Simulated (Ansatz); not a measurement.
A self-consistent single point of BaSbPt (P3m1, 3 atoms in the cell) with Ansatz (an electronic-structure program).

Method: LDA (PW92), harder PAW files (source: ansatz) made with PBE (plane waves; Ansatz).

```
BaSbPt
1.0
    4.59084     0.00000     0.00000
   -2.29542     3.97578     0.00000
    0.00000     0.00000     5.01134
Ba Sb Pt
1 1 1
Cartesian
  0.00000   0.00000   0.05000
  2.29542   1.32526   2.50567
  0.00000   2.65052   2.50567
```

Reference input (self-consistent single point, DFT, LDA (PW92), plane waves, default PAW files made with PBE): basis.ecutwfc = 420 eV; kpoints.mp_grid.grid = 8 8 7; hamiltonian.xc = lda; hamiltonian.pseudopotentials = {kind: paw} (the program's default PAW files); scf.occupations.method = gaussian; scf.occupations.width = 0.1 eV. This run's input differs from it in these lines:

Ansatz 0.2 input:
```diff
@@ -10,3 +10,3 @@
 basis:
-  ecutwfc: 420.0
+  ecutwfc: 485.0
 kpoints:
@@ -15,3 +15,3 @@
   xc: lda
-  pseudopotentials: { kind: paw }
+  pseudopotentials: { kind: paw, source: ansatz }
 scf:
```

Output, abridged:

```
SCF iter   1: F=—  HF=-27154.278661 eV  |F-HF|=—  |Δ(HF+E_count)|=         —  Δρ=1.32e-1  dr2=3.14e1  ethr=3.10e-3  ⟨swp⟩=9.0  Hψ=8407  notcnv=0
all-band conjugate gradients solve this SCF's bands
preconditioner: auto → Kerker (q_TF=auto, 2.459 Å⁻¹)
SCF iter   2: F=—  HF=-27150.997861 eV  |F-HF|=—  |Δ(HF+E_count)|=    3.28e0  Δρ=5.56e-2  dr2=5.20e0  ethr=3.10e-3  ⟨swp⟩=3.0  Hψ=3910  notcnv=0  defer=36
   [... lines left out ...]
SCF iter   7: F=—  HF=-27150.067760 eV  |F-HF|=—  |Δ(HF+E_count)|=   6.23e-6  Δρ=6.42e-5  dr2=7.43e-6  ethr=1.38e-7  ⟨swp⟩=2.6  Hψ=2797  notcnv=0  defer=63
SCF iter   8: F=—  HF=-27150.067759 eV  |F-HF|=—  |Δ(HF+E_count)|=   4.59e-7  Δρ=2.65e-5  dr2=1.27e-6  ethr=1.52e-8  ⟨swp⟩=2.2  Hψ=2643  notcnv=0  defer=63
SCF iter   9: F=—  HF=-27150.067759 eV  |F-HF|=—  |Δ(HF+E_count)|=   3.21e-7  Δρ=1.45e-5  dr2=3.93e-7  ethr=2.59e-9  ⟨swp⟩=2.0  Hψ=2829  notcnv=0  defer=63
SCF iter  10: F=-27150.067759 eV  HF=-27150.067759 eV  |F-HF|=2.65e-8  |Δ(HF+E_count)|=   1.23e-7  Δρ=4.28e-6  dr2=3.90e-8  ethr=2.04e-10  ⟨swp⟩=12.2  Hψ=9428  notcnv=0
SCF 1 converged in 10 iterations: F = -27150.067759 eV  dr2 = 3.90e-8
Free energy (F): -27150.067759 eV
Internal energy: -27150.056574 eV  (E = F + TS)
E sigma→0 (E₀):  -27150.062166 eV
Entropy (-TS):   -0.011185 eV (-3.728 meV/atom)
Fermi energy:    11.003669 eV
--- Forces (eV/Å), atoms counted from 1 ---
  atom   1  Ba     0.00000000    -0.00000000    -0.11794673
  atom   2  Sb     0.00000000     0.00000000     0.09978399
  atom   3  Pt    -0.00000000    -0.00000000     0.01812019
--- Stress (GPa, compression-positive) ---
       -5.147434       0.000000      -0.000000
       -0.000000      -5.147434       0.000000
       -0.000000      -0.000000      -4.282786
  P = ⅓ Tr σ = -4.8592 GPa (-48.592 kbar)
  The stress holds the Pulay correction. Without it, at fixed plane waves, as pw.x and ABINIT print it: P = -5.1536 GPa
```

The run converged in 10 iterations. Against the reference run the pressure hardly changes (-4.87 to -4.86 GPa) and the largest force stays at 0.118 eV/Å.

The starting cell comes from a database of computed structures (which also holds hypothetical and non-ambient phases and stackings), without a prior relaxation at this level. Its lattice was rescaled by up to half a per cent. One atom was moved a little off its site on purpose. Spin polarisation is off. Ansatz's pressure includes its estimate of the finite-basis (Pulay) stress. The cutoff lies below the one recommended for these files.
